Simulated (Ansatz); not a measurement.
Base system: CdSe in the zinc blende structure (space group F-43m, No. 216; a = 6.1964 Å).

Structures relaxed with Kohn–Sham DFT with the PBE functional, run in Ansatz (a first-principles code) with PAW and 420 eV plane waves, no spin-orbit coupling.

Base:

Simulated powder pattern, Cu Kα1, λ = 1.54056 Å (kinematic, ideal powder, no thermal factors, no anomalous dispersion; the 8 strongest lines at most, above 2 %, up to 2θ = 90°):

| 2θ (°) | I/Imax (%) | hkl |
|---|---|---|
| 24.87 | 100 | (111) |
| 41.17 | 75 | (220) |
| 48.70 | 47 | (311) |
| 59.64 | 12 | (400) |
| 65.62 | 19 | (331) |
| 75.03 | 24 | (422) |
| 80.47 | 14 | (333) |
| 89.37 | 8.0 | (440) |

The change: a hydrostatic pressure of 9 GPa.

After the change:

Simulated powder pattern, Cu Kα1, λ = 1.54056 Å (kinematic, ideal powder, no thermal factors, no anomalous dispersion; the 8 strongest lines at most, above 2 %, up to 2θ = 90°):

```
2θ (°)  I/Imax (%)    hkl
------  ----------  -----
26.11          100  (111)
30.24          3.2  (200)
43.29           73  (220)
51.26           45  (311)
62.89           12  (400)
69.29           18  (331)
79.42           24  (422)
85.32           14  (333)
```

The indices refer to the base's conventional cell; one index is shown for lines that coincide.

Load acts through the strain it causes; cell and atoms are relaxed under it. Stability against distortions was not tested. Tetrahedral semiconductors of this kind turn to denser phases somewhere between about 1 and 50 GPa; those were not computed, so compressed cells here can lie past the real transition.
